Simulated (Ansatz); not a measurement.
The starting structures come from a database of crystals and need not be the phases stable at ambient conditions.

## Evanescent states of Ba₃MgTa₂O₉ (P-3m1, not sure to be the ambient phase, 15 atoms a cell, 14.2 Å³ an atom, -5 GPa at this level) along the normal of (110)

All values below come from r2SCAN (plane waves, PAW; Ansatz, a program for electronic structure).

The gap is the functional's own. No spin-orbit coupling. Mid-gap values are interpolated on the energy grid.

Energies count from the valence-band top; κ is the least over a 4×4 mesh across the current.

| E (eV) | κ (1/Å) | where |
|---|---|---|
| 0.09 | 0.141 | off Γ |
| 0.27 | 0.218 | Γ |
| 0.45 | 0.247 | Γ |
| 0.63 | 0.270 | Γ |
| 0.81 | 0.289 | Γ |
| 0.99 | 0.303 | Γ |
| 1.17 | 0.314 | Γ |
| 1.35 | 0.322 | Γ |
| 1.53 | 0.328 | Γ |
| 1.71 | 0.330 | Γ |
| 1.89 | 0.329 | Γ |
| 2.07 | 0.327 | Γ |
| 2.25 | 0.322 | Γ |
| 2.43 | 0.314 | Γ |
| 2.61 | 0.304 | Γ |
| 2.79 | 0.292 | Γ |
| 2.97 | 0.276 | Γ |
| 3.15 | 0.255 | Γ |
| 3.33 | 0.228 | Γ |
| 3.51 | 0.189 | Γ |
| 3.69 | 0.118 | Γ |

Problem. How thick must the barrier be to attenuate the transmission by 10^6 when the electrodes' Fermi level lies at 0.99 eV, and what attenuation does that film give at 2.25 eV?

Solution. d = 6 ln 10 / (2 × 0.303) = 22.8 Å. At 2.25 eV it gives 6 × 0.322/0.303 = 6.4 decades.
